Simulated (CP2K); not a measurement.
# Several settings converged on the (110) slab of NiAl (cut from a parent of space group no. 221; 6 atoms in the cell)

```yaml
crystal:
  lattice:
    - [2.88133, 0.00000, 0.00000]
    - [0.00000, 4.07482, 0.00000]
    - [0.00000, 0.00000, 18.07491]
  atoms:
    - { symbol: Al, position: [0.50000, 0.25000, 0.38728] }
    - { symbol: Ni, position: [0.00000, 0.75000, 0.38728] }
    - { symbol: Al, position: [0.50000, 0.75000, 0.50000] }
    - { symbol: Ni, position: [0.00000, 0.25000, 0.50000] }
    - { symbol: Al, position: [0.50000, 0.25000, 0.61272] }
    - { symbol: Ni, position: [0.00000, 0.75000, 0.61272] }
```

Base method: LDA (Pade form), GPW, DZVP-MOLOPT-SR-GTH basis, GTH-PADE potentials (GTH_POTENTIALS) (CP2K).

Base settings: CUTOFF = 600 Ry; REL_CUTOFF = 50 Ry; SMEAR/METHOD = FERMI_DIRAC; ELECTRONIC_TEMPERATURE = 1160.45 K; KPOINTS/SCHEME = MONKHORST-PACK 5 4 1; GAMMA_CENTERED = T; XC_FUNCTIONAL = PADE; Al/BASIS_SET = DZVP-MOLOPT-SR-GTH; Al/POTENTIAL = GTH-PADE-q3; Ni/BASIS_SET = DZVP-MOLOPT-SR-GTH.

Core times come from one kind of shared machine, to one figure; runs under 30 s give none.

**The vacuum**

The mesh stays at the base's, so the ladder's end is converged at best in this setting alone.

Only quantities that move along the ladder and can be compared are tabulated; forces are left out, as grid noise moves with the cell.

```csv
vacuum between outermost atoms (Å),free energy less the last step's (meV/atom),core time / last (rough)
3.0,-263.38,0.6
5.0,-23.05,0.6
7.0,-0.56,0.5
10.0,0.01,0.7
14.0,0.01,0.6
20.0,0.01,0.9
30.0,0.00,1
```

Smallest vacuum between outermost atoms (Å) that holds the free energy within 5 meV/atom of the last step, with all finer ones: 7.0; the step before is off by 23 meV/atom.

**The k-point mesh**

Moved along: GAMMA_CENTERED.

Only quantities that move along the ladder and can be compared are tabulated.

| KPOINTS/SCHEME | free energy less the last step's (meV/atom) | largest difference of a force vector from the last step's (eV/Å) |
|---|---|---|
| MONKHORST-PACK 2 2 1 | 60.03 | 0.231 |
| MONKHORST-PACK 3 3 1 | -7.80 | 0.209 |
| MONKHORST-PACK 5 3 1 | 0.64 | 0.053 |
| MONKHORST-PACK 5 4 1 | 21.56 | 0.147 |
| MONKHORST-PACK 7 5 1 | 2.07 | 0.048 |
| MONKHORST-PACK 10 7 1 | 0.28 | 0.016 |
| MONKHORST-PACK 13 10 1 | 0.12 | 0.006 |
| MONKHORST-PACK 25 18 1 | 0.00 | 0.000 |

Coarsest KPOINTS/SCHEME that holds the free energy within 1 meV/atom of the last step, with all finer ones: MONKHORST-PACK 10 7 1; the step before is off by 2.1 meV/atom.

**The cutoff of the density grid**

The mesh stays at the base's, so the ladder's end is converged at best in this setting alone.

Only quantities that move along the ladder and can be compared are tabulated.

```csv
CUTOFF,largest difference of a force vector from the last step's (eV/Å),core time / last (rough)
300 Ry,0.079,0.4
360 Ry,0.033,0.4
420 Ry,0.020,0.4
510 Ry,0.002,0.5
600 Ry,0.001,0.5
720 Ry,0.003,0.7
900 Ry,0.002,0.9
1200 Ry,0.000,1
```

Coarsest CUTOFF that holds the forces within 0.01 eV/Å of the last step, with all finer ones: 510 Ry; the step before is off by 0.020 eV/Å.

On the base run: the starting cell has typed, rounded lattice constants, without a prior relaxation at this level. The slab is cut from that crystal, and its faces are unrelaxed. Its lattice was rescaled by up to half a per cent. Spin polarisation is off. Values carry the incompleteness of an atom-centred basis. Without a gap this mesh is coarse (it stands for a supercell whose shortest in-plane vector is 14 Å).
